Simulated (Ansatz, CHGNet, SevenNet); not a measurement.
# How well does each level of theory give the volume per atom of TiSi2 (Fddd, No. 70)?

Reference value: 14.14 Å³/atom (measured, temperature not stated, no zero-point or thermal correction; as tabulated in W. Jeitschko, Acta Crystallographica B 33, 2347 (1977)).

### Question
What do CHGNet 0.3.0, SevenNet-0, SevenNet-l3i5, LDA, PBE, PBEsol, PBE-D3(BJ), PBE-D4, r²SCAN, r²SCAN-D4, r²SCAN+rVV10 give, and how far is each from the reference?

### Answer

```json
[
 {"level (code)": "CHGNet 0.3.0", "value (Å³/atom)": "14.16", "difference (%)": "+0.1"},
 {"level (code)": "SevenNet-0", "value (Å³/atom)": "14.23", "difference (%)": "+0.6"},
 {"level (code)": "SevenNet-l3i5", "value (Å³/atom)": "14.17", "difference (%)": "+0.2"},
 {"level (code)": "LDA (Ansatz)", "value (Å³/atom)": "13.50", "difference (%)": "-4.5"},
 {"level (code)": "PBE (Ansatz)", "value (Å³/atom)": "14.18", "difference (%)": "+0.3"},
 {"level (code)": "PBEsol (Ansatz)", "value (Å³/atom)": "13.79", "difference (%)": "-2.5"},
 {"level (code)": "PBE-D3(BJ) (Ansatz)", "value (Å³/atom)": "13.57", "difference (%)": "-4.0"},
 {"level (code)": "PBE-D4 (Ansatz)", "value (Å³/atom)": "13.75", "difference (%)": "-2.8"},
 {"level (code)": "r²SCAN (Ansatz)", "value (Å³/atom)": "13.97", "difference (%)": "-1.2"},
 {"level (code)": "r²SCAN-D4 (Ansatz)", "value (Å³/atom)": "13.82", "difference (%)": "-2.3"},
 {"level (code)": "r²SCAN+rVV10 (Ansatz)", "value (Å³/atom)": "13.90", "difference (%)": "-1.7"}
]
```

The reference's temperature isn't stated, so close values are not ranked against it.

The measured value isn't corrected to a static lattice, so vibrations enter the comparison. A static lattice is as a rule a little smaller than the measured one. The crystal itself was run without spin with LDA, PBE, PBEsol, PBE-D3(BJ), PBE-D4, r²SCAN, r²SCAN-D4, r²SCAN+rVV10; a magnetic state was not tried in these runs. Ansatz's density-functional and Hartree–Fock values are scalar-relativistic unless marked +SOC, with PAW data made under PBE.

Machine-learned potentials (CHGNet 0.3.0, SevenNet-0, SevenNet-l3i5) are trained on DFT data: a solid inside that data is no test of them.

Differences are worked out from the printed values.

Ansatz is a first-principles code.
